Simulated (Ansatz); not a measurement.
Consider the following.

End structure of a constructed model of the (110) surface of bcc Nb, a layer of Cr in place of the third plane (bottom of the slab: a bare face, its two planes held):

```yaml
crystal:
  lattice:
    - [2.86732, 0.00000, 0.00000]
    - [-0.95577, 2.70334, 0.00000]
    - [0.00000, 0.00000, 27.50000]
  atoms:
    - { symbol: Nb, position: [0.50000, 0.50000, 0.29262] }
    - { symbol: Nb, position: [0.00000, 0.00000, 0.37776] }
    - { symbol: Nb, position: [0.50000, 0.50000, 0.46376] }
    - { symbol: Cr, position: [0.00000, 0.00000, 0.53453] }
    - { symbol: Nb, position: [0.50000, 0.50000, 0.60736] }
    - { symbol: Nb, position: [0.00000, 0.00000, 0.68956] }
```

Set-up: 6 atoms, 11.4 Å thick at the start; mesh 14x14x1; 0.1 eV smearing; dipole correction on; 2 atoms held, the rest relaxed; symmetry of the start imposed; spin-polarised, no spin-orbit, no U. The starting moment vanished. In PBE it is, or lies within 0.01 eV a 1x1 cell of, the lowest of the 2 structures of its composition computed so far; larger cells were not tried.

### Question
Estimate the work function of the top face that PBE run with Ansatz (a quantum-chemistry and plane-wave program) returns for this input.

### Answer
4.52 eV
